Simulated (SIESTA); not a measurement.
SIESTA run on K2TeCl6 (Fm-3m, 9 atoms in the cell): self-consistent single point.

Method of the run: SIESTA 5.4.2 with GGA PBEsol, numerical atomic orbitals TZP, PseudoDojo PBEsol standard norm-conserving potentials (rewritten from UPF to PSML).

```xyz
9
Lattice="0.0000 5.1383 5.1383 5.1383 0.0000 5.1383 5.1383 5.1383 0.0000" Properties=species:S:1:pos:R:3 pbc="T T T"
K      7.7075     7.7075     7.7075
K      2.5692     2.5692     2.5692
Te     0.0000     0.0000     0.0000
Cl     5.1383     5.1383     2.5745
Cl     5.1383     5.1383     7.7021
Cl     2.5745     5.1383     5.1383
Cl     7.7021     5.1383     5.1383
Cl     5.1383     2.5745     5.1383
Cl     5.1383     7.7021     5.1383
```

Reference input (self-consistent single point, DFT, GGA PBEsol, numerical atomic orbitals TZP, PseudoDojo PBEsol standard norm-conserving potentials (rewritten from UPF to PSML)): XC.functional = GGA; XC.authors = PBEsol; potentials = PseudoDojo PBEsol standard; PAO.BasisSize = TZP; PAO.EnergyShift = 0.005 Ry; MeshCutoff = 300 Ry; kgrid.MonkhorstPack = 6 6 6; OccupationFunction = FD; ElectronicTemperature = 10 K; MaxSCFIterations = 150; SCF.Mixer.Method = Pulay; SCF.Mixer.Weight = 0.25. This run's input differs from it in these lines:

```diff
@@ -36,5 +36,5 @@
 %block kgrid.MonkhorstPack
-    6   0   0  0.0
-    0   6   0  0.0
-    0   0   6  0.0
+    3   0   0  0.0
+    0   3   0  0.0
+    0   0   3  0.0
 %endblock kgrid.MonkhorstPack
```

Output (repeated stretches shortened):

```
        iscf     Eharris(eV)        E_KS(eV)     FreeEng(eV)     dDmax    Ef(eV) dHmax(eV)
   scf:    1    -7146.105539    -7153.069174    -7153.069174  1.040257 -3.828517 11.932634
   scf:    2    -7159.351797    -7157.220970    -7157.220970  0.117020 -3.563898  3.508866
   scf:    3    -7157.684720    -7157.509689    -7157.509689  0.046561 -4.450085  0.934297
   scf:    4    -7157.600799    -7157.564988    -7157.564988  0.034150 -4.889042  0.211376
   scf:    5    -7157.569111    -7157.568005    -7157.568005  0.010895 -5.039268  0.145745
   scf:    6    -7157.568678    -7157.568749    -7157.568749  0.002825 -4.988424  0.039097
   scf:    7    -7157.568301    -7157.568572    -7157.568572  0.001772 -4.974566  0.094833
   scf:    8    -7157.569006    -7157.568880    -7157.568880  0.001177 -4.997643  0.008668
   scf:    9    -7157.568883    -7157.568882    -7157.568882  0.000156 -4.999908  0.000299
   scf:   10    -7157.568882    -7157.568882    -7157.568882  0.000020 -4.999874  0.000204
SCF Convergence by DM+H criterion
max |DM_out - DM_in|         :     0.0000198104
max |H_out - H_in|      (eV) :     0.0002044308
SCF cycle converged after 10 iterations

Using DM_out to compute the final energy and forces

siesta: E_KS(eV) =            -7157.5689

siesta: E_KS - E_eggbox =     -7157.5689

siesta: Atomic forces (eV/Ang):
     1    0.000001    0.000001    0.000001
     2   -0.000001   -0.000001   -0.000001
     3   -0.000000   -0.000000   -0.000000
     4    0.000012    0.000012    0.049826
     5   -0.000012   -0.000012   -0.049826
     6    0.049826    0.000012    0.000012
     7   -0.049826   -0.000012   -0.000012
     8    0.000012    0.049826    0.000012
     9   -0.000012   -0.049826   -0.000012
   Tot   -0.000000   -0.000000    0.000000
   Max    0.049826
   Res    0.023488    sqrt( Sum f_i^2 / 3N )
   [... lines left out ...]
siesta: FreeEng =     -7157.568882
siesta: Cell volume =        271.327107 Ang**3
siesta:          -8.11714486         -6.60854062  kBar
   [... lines left out ...]

mulliken: Qtot =       76.000

Mulliken Atomic Populations:
Atom #   charge [q] valence [e]  Species
     1     0.146929    8.853071  K
     2     0.146929    8.853071  K
     3     0.263534   15.736466  Te
     4    -0.092899    7.092899  Cl
     5    -0.092899    7.092899  Cl
     6    -0.092899    7.092899  Cl
     7    -0.092899    7.092899  Cl
     8    -0.092899    7.092899  Cl
     9    -0.092899    7.092899  Cl
 Total    -0.000000
```

The run converged in 10 iterations. Against the reference run the free energy hardly moves (within 1 meV/atom), the pressure moves little (-0.82 to -0.81 GPa), the largest force hardly changes (0.053 to 0.050 eV/Å) and the gap on the mesh goes from 2.359 to 2.528 eV.

The starting cell comes from a database of computed structures (which also holds hypothetical and non-ambient phases and stackings), without a prior relaxation at this level. Its lattice was rescaled by a random factor within 2.5 % of one. Spin-orbit coupling is off. Values carry the incompleteness of an atom-centred basis. The basis of the alkali or alkaline-earth atoms may lack their empty d shell, which can raise the gap. Another mesh or the band path of this cell gives a smaller gap, so this value is not converged in the mesh.

Cost on one core of a shared machine: roughly 30 s.
